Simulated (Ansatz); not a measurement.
Pressure series in PtSe2

Take PtSe$_{2}$ in the CdI2 type structure (space group P-3m1, No. 164; a = 3.772 Å, c = 4.818 Å; layered) as the base.

Cell and atoms are relaxed at each pressure.

Level of theory: plane-wave PAW DFT at the PBE-D3(BJ) level (Ansatz, an electronic-structure program, 420 eV), spin-orbit coupling left out.

Notes on the quantities. enthalpy: H = E + PV relative to the base's energy.

| change | volume per atom | enthalpy |
|---|---|---|
| base | 19.79 Å³ | – |
| pressure −2 GPa | (withheld) | -0.25 eV/atom |
| pressure −1 GPa | 20.19 Å³ | -0.12 eV/atom |
| pressure 0.3 GPa | 19.69 Å³ | +0.04 eV/atom |
| pressure 0.7 GPa | 19.57 Å³ | +0.09 eV/atom |
| pressure 1.5 GPa | 19.34 Å³ | +0.18 eV/atom |
| pressure 3 GPa | 18.98 Å³ | +0.36 eV/atom |
| pressure 5 GPa | 18.58 Å³ | +0.60 eV/atom |
| pressure 7.5 GPa | 18.16 Å³ | +0.88 eV/atom |
| pressure 10 GPa | 17.79 Å³ | +1.16 eV/atom |

**Question.** What belongs in the blanks?

**Answer.** 
- pressure −2 GPa, volume per atom: 20.74 Å³

Load acts through the strain it causes; cell and atoms are relaxed under it. Whether these cells are dynamically stable was not tested. No other phases were tried under pressure. The final runs are not spin-polarised.
